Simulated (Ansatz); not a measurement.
The starting structures come from a database of crystals and need not be the phases stable at ambient conditions.

The decay constant κ of evanescent states in the gap governs leakage through a thin film.

Input:

```
CELL_PARAMETERS angstrom
      7.76094     0.00000     0.00000
     -3.88047     6.72117     0.00000
      0.00000     0.00000     6.04827
ATOMIC_POSITIONS crystal
  Bi 0.19742 0.85248 0.76007
  Bi 0.14752 0.34494 0.76007
  Bi 0.65506 0.80258 0.76007
  Bi 0.34494 0.14752 0.26007
  Bi 0.80258 0.65506 0.26007
  Bi 0.85248 0.19742 0.26007
  Bi 0.66667 0.33333 0.75338
  Bi 0.33333 0.66667 0.25338
  O  0.41861 0.92273 0.45799
  O  0.07727 0.49588 0.45799
  O  0.50412 0.58139 0.45799
  O  0.49588 0.07727 0.95799
  O  0.58139 0.50412 0.95799
  O  0.92273 0.41861 0.95799
  O  0.86560 0.11726 0.63978
  O  0.88274 0.74834 0.63978
  O  0.25166 0.13440 0.63978
  O  0.74834 0.88274 0.13978
  O  0.13440 0.25166 0.13978
  O  0.11726 0.86560 0.13978
```

Space group of this cell: P31c. The cell is taken as given; by PBEsol its mean pressure is -1.0 GPa.

Transport runs along the normal of the first two printed cell vectors, the (001) plane of the conventional cell.

The gap is the functional's own. No spin-orbit coupling. Mid-gap values are interpolated on the energy grid.

Problem. Predict the band gap and the smallest decay constant κ at mid-gap from Ansatz (an electronic-structure program) with PBEsol.

Solution. Gap 1.53 eV on a 6×6×6 mesh; κ = 0.188 1/Å, at the zone centre.
